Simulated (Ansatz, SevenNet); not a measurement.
# CoSn (P6/mmm, No. 191; start mp-20536): properties by level of theory

```tsv
level (code)	lattice constant a (Å)	c axis length (Å)
SevenNet-0 (SevenNet)	5.294	4.238
SevenNet-l3i5 (SevenNet)	5.298	4.238
LDA (Ansatz)	5.167	4.135
PBE (Ansatz)	5.289	4.245
PBEsol (Ansatz)	5.214	4.181
```

Caveats: the relaxation could not lower the start's symmetry, so the cell can be a saddle point above a distorted one (SevenNet-0, SevenNet-l3i5, LDA, PBE, PBEsol). Ansatz's density-functional and Hartree–Fock values are scalar-relativistic unless marked +SOC, with PAW data made under PBE.

The crystal itself was run without spin with LDA, PBE, PBEsol.

The computed numbers hold no vibrational or temperature effects.

A start named mp-… is a Materials Project structure, which can be a computed phase never made.

Ansatz is a first-principles code.
